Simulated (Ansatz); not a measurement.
Defect migration in silicon: P-vacancy pair (P on one host Si site, one Si site vacant), charge state +1. The step: a nearby Si atom hops onto the vacant site (P-vacancy distance between ideal sites 2.37 → 3.87 Å); the atom moves 1.96 Å along (0.16, -0.25, -0.20) of the unit cell; the moving atom starts with neighbours Si at 2.35, 2 Si at 2.39 Å and ends with P at 2.35; Si at 2.40, Si at 2.49 Å. DFT values are from Ansatz (plane-wave PAW, 420 eV unless said) in a cell of 216 host sites, spin-restricted, static, with no finite-size correction. The charge state is imposed; whether it is stable for some Fermi level was not computed. Forms of the defect that were not tried may lie lower. For the PBE band: the saddle point's order was not checked.

```tsv
Level	Forward barrier (eV)	Cost of the band or of the saddle's single point
PBE, one k-point at (0.250, 0.250, 0.250), band relaxed	0.83	very roughly 4 core-hours
PBE, a 2×2×2 k-point mesh shifted by half a step, same geometries	0.76	about 27 core-minutes (a rough figure)
r2SCAN at 500 eV, one k-point at (0.250, 0.250, 0.250), same geometries	…	very roughly 12 core-minutes
```

Question: What belongs in the gaps?

Answer: 
- r2SCAN at 500 eV, one k-point at (0.250, 0.250, 0.250), same geometries, Forward barrier (eV): 1.08

Ansatz is an electronic-structure program.
